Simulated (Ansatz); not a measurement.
An Ansatz (a first-principles code) input (Ansatz PBEsol, without spin-orbit coupling):

Ansatz 0.2 input:
```yaml
crystal:
  lattice:
    - [0, 1.9776281995, 1.9776281995]
    - [1.9776281995, 0, 1.9776281995]
    - [1.9776281995, 1.9776281995, 0]
  atoms:
    - { symbol: Pd, position: [0, 0, 0] }
basis: { ecutwfc: 420, ecutrho_ratio: 4, xc_grid: 2, fft_grid_basis: typed }
kpoints: { mp_grid: { grid: [29, 29, 29] } }
hamiltonian:
  xc: pbesol
  dispersion: none
  pseudopotentials: { kind: paw }
scf: { occupations: { method: fermi_dirac, width: 0.1 }, convergence: { dr2_threshold: 0.0000000001 } }
relax: { f_tol: 0.005, max_steps: 50 }
output: { forces: true, stress: true }
checkpoint: { write: state.ck, write_every: 1000 }
```

Task: Which symmetry and how many k-points will the program report, and about how many plane waves at Γ?

Result: Space group Fm-3m (ITA 225) with 48 operations, k-points 680 of 24389, and 307 plane waves at Γ.

Task: And the final pressure?

Result: -10.22 GPa (compression positive).

The cells carry an imposed strain or load. Whether these cells are dynamically stable was not tested. The final runs are not spin-polarised. The cell was made from Pd in the fcc (Cu type) structure (space group Fm-3m, No. 225) by this change: isotropic strain +2.00 %. Pd lies near a magnetic instability that expansion can trigger; it was not tested.
